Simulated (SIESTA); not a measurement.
Band structure of LiTaF₆ (R-3, 8 atoms in the cell).

```yaml
crystal:
  lattice:
    - [2.58467, 1.49226, 4.52600]
    - [-2.58467, 1.49226, 4.52600]
    - [0.00000, -2.98452, 4.52600]
  atoms:
    - { symbol: Li, position: [0.50000, 0.50000, 0.50000] }
    - { symbol: Ta, position: [0.00000, 0.00000, 0.00000] }
    - { symbol: F, position: [0.64967, 0.24539, 0.86097] }
    - { symbol: F, position: [0.35033, 0.75461, 0.13903] }
    - { symbol: F, position: [0.86097, 0.64967, 0.24539] }
    - { symbol: F, position: [0.13903, 0.35033, 0.75461] }
    - { symbol: F, position: [0.24539, 0.86097, 0.64967] }
    - { symbol: F, position: [0.75461, 0.13903, 0.35033] }
```

Level of theory: GGA PBEsol, numerical atomic orbitals DZP, PseudoDojo PBEsol standard norm-conserving potentials (rewritten from UPF to PSML) in SIESTA 5.4.2.

Settings: XC.functional = GGA; XC.authors = PBEsol; potentials = PseudoDojo PBEsol standard; PAO.BasisSize = DZP; PAO.EnergyShift = 0.01 Ry; MeshCutoff = 400 Ry; kgrid.MonkhorstPack = 6 6 6; OccupationFunction = FD; ElectronicTemperature = 10 K; PAO.Polarization.NonPerturbative = true; MaxSCFIterations = 150; SCF.Mixer.Method = Broyden; SCF.Mixer.Weight = 0.1; SCF.Mixer.History = 6.

The starting cell comes from a database of computed structures (which also holds hypothetical and non-ambient phases and stackings), without a prior relaxation at this level. Spin-orbit coupling is off. Values carry the incompleteness of an atom-centred basis.

Q: Predict the gap along the standard path and the places of the band edges.

A: The gap along the path is 6.12 eV, from a point between Γ and X to L; the smallest direct gap on it is 6.18 eV. Another conduction valley lies within 0.1 eV, so the order of the valleys is not sure.

Levels in eV from the top of the valence band on the path, bands 26 to 30:
```tsv
point	26	27	28	29	30
Γ	-0.25	-0.24	0.00	0.00	6.21
L	-0.25	-0.25	-0.17	-0.06	6.12
B1	-0.53	-0.24	-0.11	-0.10	6.20
B	-0.53	-0.24	-0.11	-0.10	6.20
Z	-0.26	-0.26	-0.16	-0.16	6.23
X	-0.32	-0.20	-0.18	-0.07	6.18
Q	-0.32	-0.20	-0.18	-0.07	6.18
F	-0.29	-0.29	-0.28	-0.03	6.21
P1	-0.32	-0.24	-0.20	-0.06	6.21
P	-0.32	-0.24	-0.20	-0.06	6.21
```

Higher empty bands are left out: an atom-centred basis made for the valence describes them poorly.
